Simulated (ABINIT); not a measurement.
A user runs ABINIT on Ti3Ga (P6_3/mmc, 8 atoms in the cell) and asks whether the run is sound. The aim is a self-consistent single point with DFT, LDA (PW92), plane waves, PAW (JTH v2.0 LDA PAW).

Cell that was meant: a = 5.6869 Å, b = 5.6869 Å, c = 4.6189 Å, α = 90.00°, β = 90.00°, γ = 120.00°.

Part of the input:

```
         0.3412000000    0.1706000000    0.2500000000
         0.6666666667    0.3333333333    0.7500000000
         0.3333333333    0.6666666667    0.2500000000
cellcharge -1
ecut 30
pawecutdg 60
pawxcdev 0
ixc 7
occopt 6
tsmear 0.05 eV
nband 63
kptopt 1
ngkpt 3 3 3
nshiftk 1
```

Log, with long lists cut:

```
 Symmetries : space group P6_3/m m c (#194); Bravais hP (primitive hexag.)

 -outvars: echo values of preprocessed input variables --------
   [... lines left out ...]

 Coarse grid specifications (used for wave-functions):

 getcut: wavevector=  0.0000  0.0000  0.0000  ngfft=  54  54  45
         ecut(hartree)=     30.000   => boxcut(ratio)=   2.03843

 Fine grid specifications (used for densities):

 getcut: wavevector=  0.0000  0.0000  0.0000  ngfft=  80  80  64
         ecut(hartree)=     60.000   => boxcut(ratio)=   2.10280

   1.89713108E+04                                ecore*ucvol(ha*bohr**3)

_setup2: Arith. and geom. avg. npw (full set) are    6850.185    6850.167
--- !BeginCycle
solver: {iscf: 17, nstep: 80, nline: 4, wfoptalg: 10, }
tolerances: {tolvrs: 1.00E-12, }
...

     iter   Etot(hartree)      deltaE(h)  residm     nres2
 ETOT  1  -502.33148107750    -5.023E+02 8.376E+00 2.090E+01
 ETOT  2  -511.01960234898    -8.688E+00 2.256E-01 1.257E+02
 ETOT  3  -510.91070144580     1.089E-01 4.405E-02 6.402E+01
 ETOT  4  -510.77578656412     1.349E-01 6.685E-02 2.082E+00
 ETOT  5  -510.77777541449    -1.989E-03 3.883E-03 8.357E-01
   [... 8 lines left out ...]
 ETOT 14  -510.77661428280    -8.697E-12 4.095E-04 1.879E-10
 ETOT 15  -510.77661428281    -9.493E-12 4.890E-04 3.657E-11
 ETOT 16  -510.77661428281     3.865E-12 1.242E-04 8.005E-12
 ETOT 17  -510.77661428281    -1.194E-12 4.299E-04 6.365E-13
 At SCF step   17       nres2   =  6.37E-13 < tolvrs=  1.00E-12 =>converged.

 Cartesian components of stress tensor (hartree/bohr^3)
  sigma(1 1)= -2.07636162E-04  sigma(3 2)=  0.00000000E+00
  sigma(2 2)= -2.07636162E-04  sigma(3 1)=  0.00000000E+00
  sigma(3 3)= -1.42893936E-04  sigma(2 1)=  1.19679935E-13

 ----iterations are completed or convergence reached----

 reduced coordinates (array xred) for    8 atoms
       0.170600000000      0.341200000000      0.750000000000
       0.829400000000      0.658800000000      0.250000000000
       0.829400000000      0.170600000000      0.250000000000
       0.170600000000      0.829400000000      0.750000000000
       0.658800000000      0.829400000000      0.750000000000
   [... lines left out ...]
 Fermi (or HOMO) energy (hartree) =   0.29546   Average Vxc (hartree)=  -0.41812
 Fermi (or HOMO) energy (eV) =   8.03976   Average Vxc (eV)= -11.37753
total_energy        : -5.10776614117157E+02
   [... lines left out ...]
monopole_correction :  1.48781175727084E-01
monopole_correction_eV:  4.04854168385179E+00
...

-Cartesian components of stress tensor (GPa)         [Pressure=  5.4739E+00 GPa]
- sigma(1 1)= -6.10886577E+00  sigma(3 2)=  0.00000000E+00
- sigma(2 2)= -6.10886578E+00  sigma(3 1)=  0.00000000E+00
- sigma(3 3)= -4.20408405E+00  sigma(2 1)=  3.52110466E-09

 Calculation completed.
```

### Question
Is this run sound? If not, what is wrong?

### Answer
The run is not sound. The fault is an unintended net charge. A charged periodic cell changes the electron count and is neutralised by a uniform background, so energy, forces and pressure belong to another system. To fix it, remove the charge. The run converged in 17 iterations without an error; against the sound input the pressure goes from -7.32 to 5.47 GPa and the largest force goes from 0.050 to 0.183 eV/Å.

An input that runs soundly differs in these lines (not the only fix; some lines may just follow from the change or write a value another way):
```diff
-cellcharge -1
-nband 63
+nband 61
```

With that input, the run converged in 16 iterations: free energy E − TS -13906.93 eV; Fermi level (on the code's own zero) 7.83 eV; pressure -7.32 GPa; largest force (vector length) 0.050 eV/Å (DFT, LDA (PW92), plane waves, PAW (JTH v2.0 LDA PAW)).

On the sound input: the starting cell comes from a database of computed structures (which also holds hypothetical and non-ambient phases and stackings), without a prior relaxation at this level. Spin polarisation is off. With a pressure of about -7 GPa the cell is away from its equilibrium volume at this level. Without a gap this mesh is coarse (it stands for a supercell whose shortest vector is 14 Å).
